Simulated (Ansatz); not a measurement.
Input:

```xyz
5
Lattice="3.9556 0.0000 0.0000 -1.9778 3.4256 0.0000 0.0000 0.0000 6.2593" Properties=species:S:1:pos:R:3 pbc="T T T"
La     0.0000     2.2838     1.5567
La     1.9778     1.1419     4.7026
O      0.0000     0.0000     0.0000
O      0.0000     2.2838     4.0353
O      1.9778     1.1419     2.2240
```

No spin polarisation.

Computed with PBE (Ansatz, an electronic-structure program; PAW; 420 eV plane waves; no spin-orbit coupling), earlier PAW set. Γ-centred 10×10×6 mesh, Fermi–Dirac width 0.05 eV.

### Question
What band gap does the calculation give?

### Answer
3.82 eV.

### Question
Estimate the gap character.

### Answer
Indirect, L → M.

### Question
Predict the width of the top valence band.

### Answer
0.35 eV.

### Question
What is the computed smallest direct gap?

### Answer
3.96 eV.

Load acts through the strain it causes; cell and atoms are relaxed under it. No phonon test of stability was made. The cell was made from La₂O₃ (space group P-3m1, No. 164) by this change: pressure −2 GPa.
